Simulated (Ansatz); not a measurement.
# A constructed model of the (0001) surface of hcp Zr, a pseudomorphic layer of Al in the host's stacking (bottom of the slab: a bare face, its two planes held)

These are PBE (plane waves to 420 eV, PAW; Ansatz, a first-principles code) values and carry that method's errors.

Set-up: 7 atoms, 15.4 Å thick at the start; mesh 13x13x1; 0.1 eV smearing; dipole correction on; 2 atoms held, the rest relaxed; start symmetry kept, larger cells not searched; no spin, no spin-orbit, no U. It is one candidate, not shown to be the stable structure of the face.

The work function of the top face is 4.49 eV, the energy released by relaxation is 0.023 eV and the cost is very roughly 80 core-seconds.
